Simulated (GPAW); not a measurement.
Input and output of a self-consistent single point for Pt (Fm-3m, 1 atom in the cell) (GPAW).

Level of theory: PBE, GPAW PAW datasets PBE (gpaw-data 1.0.1) (plane waves; GPAW).

The change in words: lattice scaled by 0.98. Reference geometry:
```
CELL_PARAMETERS angstrom
      0.00000     1.96000     1.96000
      1.96000     0.00000     1.96000
      1.96000     1.96000     0.00000
ATOMIC_POSITIONS crystal
  Pt 0.00000 0.00000 0.00000
```

Reference input (self-consistent single point, DFT PBE, plane waves, GPAW PAW datasets PBE (gpaw-data 1.0.1)): mode = pw; ecut = 600 eV; xc = PBE; kpts = 12 12 12; mesh shift (steps) = 0 0 0; occupations.name = methfessel-paxton; occupations.width = 0.136 eV; occupations.order = 0; nbands = -7; convergence.density = 1e-05 e/electron; symmetry.symmorphic = false; symmetry.tolerance = 0.0005. This run's input differs from it in these lines:

```diff
@@ -5,5 +5,5 @@
 atoms = Atoms(['Pt'],
-              cell=[[0.000000, 1.960000, 1.960000],
-                    [1.960000, 0.000000, 1.960000],
-                    [1.960000, 1.960000, 0.000000]],
+              cell=[[0.000000, 1.920800, 1.920800],
+                    [1.920800, 0.000000, 1.920800],
+                    [1.920800, 1.920800, 0.000000]],
               scaled_positions=[[0.000000, 0.000000, 0.000000]],
```

The program printed (abridged):

```
     iter     time        total  log10-change:
                         energy   eigst   dens
iter:   1 --:--:--    -6.726574
iter:   2 --:--:--    -6.657030   -1.78  -1.46
iter:   3 --:--:--    -6.347443   -1.93  -1.49
iter:   4 --:--:--    -6.319960   -3.51  -2.05
iter:   5 --:--:--    -6.316202   -2.65  -2.23
iter:   6 --:--:--    -6.316133c  -4.35  -3.11
iter:   7 --:--:--    -6.315193c  -4.47  -3.01
iter:   8 --:--:--    -6.315557c  -4.19  -3.07
iter:   9 --:--:--    -6.315556c  -6.24  -4.36
iter:  10 --:--:--    -6.315559c  -7.13  -4.44
iter:  11 --:--:--    -6.315557c  -7.60c -4.24
iter:  12 --:--:--    -6.315557c  -7.38  -4.61
iter:  13 --:--:--    -6.315557c  -9.08c -5.74c
Converged after 13 iterations.

Dipole moment: (-0.000000, -0.000000, -0.000000) |e|*Ang

Energy contributions relative to reference atoms: (reference = -500375.362767)

Kinetic:         +4.865750
Potential:       -5.118058
External:        +0.000000
XC:              -5.487513
Entropy (-ST):   -0.016299
Local:           -0.567586
SIC:             +0.000000
--------------------------
Free energy:     -6.323706
Extrapolated:    -6.315557

Showing only first 2 kpts
 Kpt  Band  Eigenvalues  Occupancy
  0     6      9.25823    2.00000
  0     7     11.61857    2.00000
  0     8     11.61857    2.00000
  0     9     28.38271    0.00000

  1     6      9.46784    2.00000
  1     7     11.31744    2.00000
  1     8     11.72611    2.00000
  1     9     29.02343    0.00000

Fermi level: 13.43529

No gap
No difference between direct/indirect transitions
Energy (eV): -6.315557

Forces in eV/Ang:
  0 Pt   -0.00000   -0.00000   -0.00000

Stress tensor:
    -0.195838     0.000000     0.000000
     0.000000    -0.195838     0.000000
     0.000000     0.000000    -0.195838
Stress (GPa, Voigt): [-31.3767 -31.3767 -31.3767   0.       0.       0.    ]
```

The run converged in 13 iterations. GPAW prints stress with tension positive. Against the reference run the free energy goes up by 112 meV/atom and the pressure goes from 10.20 to 31.38 GPa.

The starting cell has typed, rounded lattice constants, without a prior relaxation at this level. For this run, on top of that: lattice scaled by 0.98. Spin polarisation is off. With a pressure of about 31 GPa the cell is away from its equilibrium volume at this level.
